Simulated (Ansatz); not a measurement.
System: CsCl-type NiAl. Method: HSE06 in Ansatz (PAW).

Numerical settings: plane-wave cutoff 460 eV, 10×10×10 k mesh, Fermi–Dirac smearing 0.05 eV, no spin polarisation, scalar-relativistic PAW data made under PBE.

Results at a series of volumes:

```csv
V (Å³/atom),E − E_lowest (meV/atom),P (GPa)
11.157,17.30,9.86
11.451,4.10,4.60
11.775,0.00,-0.45
12.038,3.67,-4.03
12.332,14.33,-7.55
```

Task: What bulk modulus B0 and pressure derivative B′ does a third-order Birch–Murnaghan fit give?

Result: V0 = 11.746 Å³/atom, B0 = 172 GPa, B′ = 4.3 (fit to the energies at full precision).

Measured, for comparison: bulk modulus 156 GPa (room temperature, not corrected to a static lattice; as tabulated in Yamada et al. (2019), arXiv:1910.09660); equilibrium volume per atom 11.97 Å³/atom (extrapolated to 0 K, zero-point anharmonic expansion removed (Haas, Tran, Blaha 2009); as tabulated in Levämäki et al. (2014), arXiv:1402.3671). Computed less measured: bulk modulus +10 %, equilibrium volume per atom -1.8 %.

Note: the run has no spin polarisation, so it can have missed a magnetic state.

Cost on a shared machine: roughly 12 core-minutes.

Ansatz is a first-principles code.
